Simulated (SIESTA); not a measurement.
**How a calculation on V (Im-3m, 1 atom in the cell) responds to its settings**

```xyz
1
Lattice="-1.5136 1.5136 1.5136 1.5136 -1.5136 1.5136 1.5136 1.5136 -1.5136" Properties=species:S:1:pos:R:3 pbc="T T T"
V      0.0000     0.0000     0.0000
```

Base run A: SIESTA 5.4.2 with GGA revPBE, numerical atomic orbitals DZP, PseudoDojo PBE standard norm-conserving potentials (rewritten from UPF to PSML), self-consistent single point.

Its settings: XC.functional = GGA; XC.authors = revPBE; potentials = PseudoDojo PBE standard; PAO.BasisSize = DZP; PAO.EnergyShift = 0.01 Ry; MeshCutoff = 300 Ry; kgrid.MonkhorstPack = 20 20 20; OccupationFunction = FD; ElectronicTemperature = 0.05 eV; MaxSCFIterations = 150; SCF.Mixer.Method = Pulay; SCF.Mixer.Weight = 0.2; SCF.Mixer.History = 8; SCF.DM.Tolerance = 1.0E-05.

The starting cell comes from a database of computed structures (which also holds hypothetical and non-ambient phases and stackings), without a prior relaxation at this level. Its lattice was rescaled by a random factor within 2.5 % of one. Spin polarisation is off. Values carry the incompleteness of an atom-centred basis. In the base run, with a pressure of about -6 GPa the cell is away from its equilibrium volume at this level.

Absolute energies have different zeros for different potentials, functionals, Hubbard and dispersion terms and are not compared across them.

Runs:
- B: XC.functional: GGA → LDA; XC.authors: revPBE → PW92; pseudopotentials: PseudoDojo PBE standard → PseudoDojo LDA standard [LDA PW92]
- C: XC.authors: revPBE → PBE [GGA PBE]
- D: XC.authors: revPBE → PBEsol; pseudopotentials: PseudoDojo PBE standard → PseudoDojo PBEsol standard [GGA PBEsol]
- E: XC.authors: revPBE → RPBE [GGA RPBE]
- F: XC.authors: revPBE → BLYP [GGA BLYP]
- G: XC.authors: revPBE → WC [GGA WC]
- H: XC.functional: GGA → VDW; XC.authors: revPBE → LMKLL [VDW LMKLL]
- I: XC.functional: GGA → VDW; XC.authors: revPBE → BH [VDW BH]

Task: What does run D change against A?

Result: The pressure goes from -6.46 to -15.96 GPa.

Task: What does run F change against A?

Result: The pressure goes from -6.46 to -4.08 GPa.

```
run  pressure (GPa)
---  --------------
A             -6.46
B            -21.29
C             -9.38
D            -15.96
E             -5.44
F             -4.08
G            -15.33
H             -0.80
I            -15.16
```
